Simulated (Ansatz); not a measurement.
Checking a run of Ansatz (a quantum-chemistry and plane-wave program) on BaNiF4 (Cmc2_1, 12 atoms in the cell). The aim is a self-consistent single point with DFT, LDA (PW92), plane waves, default PAW files made with PBE.

Cell that was meant: a = 7.5385 Å, b = 7.5385 Å, c = 5.8078 Å, α = 90.00°, β = 90.00°, γ = 147.97°.

Part of the input:

Ansatz 0.2 input:
```yaml
magnetization:
  spin_polarized: true
scf:
  occupations: { method: fermi_dirac, width: 1.0 }
output:
  forces: true
  eigenvalues: true
```

The program printed (abridged):

```
WARN ansatz: RAYON_NUM_THREADS=1 ignored (pool sized by the plan → 1); use --threads N
   [... lines left out ...]
PAW frozen core: F, regenerated for the run's functional, and the local potential with it
Initial density: superposition of atomic densities (chi_scale 0.1, normalization cell, long waves kept (reshape's long-wave potential 0.03 eV rms))
Starting moments: Σ|m| = 4 μB on 2 of 12 sites
Initial wavefunctions: pseudopotential atomic-orbital guess
Eigensolver: davidson
Functional: x = slater, c = lda
SCF iter   1: F=—  HF=-29492.374158 eV  |F-HF|=—  |Δ(HF+E_count)|=         —  Δρ=2.51e-1 (↑1.13e-1 ↓2.51e-1)  dr2=1.63e2  dr2_m=1.49e1  M=0.133 μB ∫|m|=0.236 μB  β_m=0.30  ethr=3.10e-3  ⟨swp⟩=10.1  Hψ=46256  notcnv=0
Mixer restart at iter 1: flushing history
all-band conjugate gradients solve this SCF's bands
preconditioner: auto → Kerker (q_TF=auto, 2.533 Å⁻¹)
   [... lines left out ...]
SCF iter  16: F=—  HF=-29473.051243 eV  |F-HF|=—  |Δ(HF+E_count)|=   3.77e-8  Δρ=7.57e-6 (↑7.05e-6 ↓7.57e-6)  dr2=2.86e-7  dr2_m=1.37e-10  M=-0.000 μB ∫|m|=0.000 μB  β_m=0.74  ethr=2.73e-10  ⟨swp⟩=2.0  Hψ=12358  notcnv=0
SCF iter  17: F=-29473.051243 eV  HF=-29473.051243 eV  |F-HF|=1.27e-8  |Δ(HF+E_count)|=   9.01e-8  Δρ=1.23e-6 (↑1.17e-6 ↓1.23e-6)  dr2=1.85e-8  dr2_m=4.69e-11  M=0.000 μB ∫|m|=0.000 μB  ethr=8.93e-11  ⟨swp⟩=3.1  Hψ=25415  notcnv=0
SCF 1 converged in 17 iterations: F = -29473.051243 eV  dr2 = 1.85e-8
the search or the solves at the SCF's close seem to have found levels that the self-consistency loop had missed (the run counts 2) …
   [... lines left out ...]
WARN: the starting moments were not kept: the SCF closed with an absolute magnetisation of 8.9e-6 μB, where they sum to 4 μB in size (2 sites) …
Absolute magnetization: 0.0000 μB (∫|ρ↑−ρ↓|, with the PAW one-centre terms)
Free energy (F): -29473.051243 eV
Fermi energy:    7.959463 eV
   [... lines left out ...]
  atom  12  F     -0.00000000     0.00653100    -0.09996951
--- Stress (GPa, compression-positive) ---
       -1.879348       0.000000       0.000000
        0.000000      -2.526255      -0.000000
        0.000000      -0.000000      -2.712073
  P = ⅓ Tr σ = -2.3726 GPa (-23.726 kbar)
  The stress holds the Pulay correction. Without it, at fixed plane waves, as pw.x and ABINIT print it: P = -3.1572 GPa
```

Task: Can these results be used? Check the input.

Result: The run is not sound. The fault is a smearing width that is far too large. A width of many tenths of an electronvolt moves electrons far across the Fermi level or the gap, and the free energy and its derivatives carry a large smearing term. To fix it, use a width small against the gap or band features. The run converged in 17 iterations without an error; against the sound input the free energy falls by 543 meV/atom, the pressure goes from -5.98 to -2.37 GPa, the largest force goes from 0.291 to 0.268 eV/Å, no clean gap remains on the mesh (levels overlap or are partly filled), against 0.31 eV before and the size of the net moment goes from 0.33 to 0.00 μB/atom.

The sound input it was made from differs as follows (other fixes are possible):
```diff
-  occupations: { method: fermi_dirac, width: 1.0 }
+  occupations: { method: cold, width: 0.1 }
```

With that input, the run converged in 30 iterations: free energy E − TS (on the zero of these files) -29466.5314 eV; top of the valence band (on the code's own zero) 6.67 eV; gap on the k-point mesh 0.31 eV; pressure -5.98 GPa; largest force (vector length) 0.291 eV/Å (DFT, LDA (PW92), plane waves, default PAW files made with PBE).

On the sound input: the starting cell comes from a database of published, mostly measured structures (it also holds non-ambient and calculated ones), without a prior relaxation at this level. The magnetic order is the one reached from the typed start; others were not searched systematically. The program warned that, by what it read of turns of the moments, another magnetic order lies lower. With a pressure of about -6 GPa the cell is away from its equilibrium volume at this level. Ansatz's pressure includes its estimate of the finite-basis (Pulay) stress. Without the estimate this run gives -6.77 GPa.
